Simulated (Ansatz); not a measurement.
Reference: CdSe (F-43m), r2SCAN with spin-orbit coupling, rigid bands (plane waves, PAW; Ansatz, a program for electronic structure); axes and stresses refer to this cell.

```
CELL_PARAMETERS angstrom
      0.00000     3.06679     3.06679
      3.06679     0.00000     3.06679
      3.06679     3.06679     0.00000
ATOMIC_POSITIONS crystal
  Cd 0.00000 0.00000 0.00000
  Se 0.75000 0.75000 0.75000
```

- Seebeck coefficient, n-type 1e19 cm⁻³: -66 μV/K
- Seebeck coefficient, p-type 1e19 cm⁻³: 315 μV/K
- hole conductivity mass: 0.79 mₑ

Q: Change: uniaxial stress along [111] of -2 GPa (compression positive). What happens to Seebeck coefficient, n-type 1e19 cm⁻³, Seebeck coefficient, p-type 1e19 cm⁻³, hole conductivity mass?

A: Seebeck coefficient, n-type 1e19 cm⁻³ moves little, to -65 μV/K; Seebeck coefficient, p-type 1e19 cm⁻³ drops to 258 μV/K; hole conductivity mass drops to 0.57 mₑ.

Q: Change: uniaxial stress along [111] of 1 GPa (compression positive). What happens to Seebeck coefficient, n-type 1e19 cm⁻³, Seebeck coefficient, p-type 1e19 cm⁻³, hole conductivity mass?

A: Seebeck coefficient, n-type 1e19 cm⁻³ moves little, to -67 μV/K; Seebeck coefficient, p-type 1e19 cm⁻³ falls to 285 μV/K; hole conductivity mass falls to 0.62 mₑ.

Masses are for dilute carriers at 300 K, harmonic means over directions unless an axis is named. Seebeck coefficients are for the stated density at 300 K, with one relaxation time for all states and whether or not that doping can be reached. Stresses and pressures are the targets of the relaxation.  The structure type is held under load, also where the real crystal would transform.
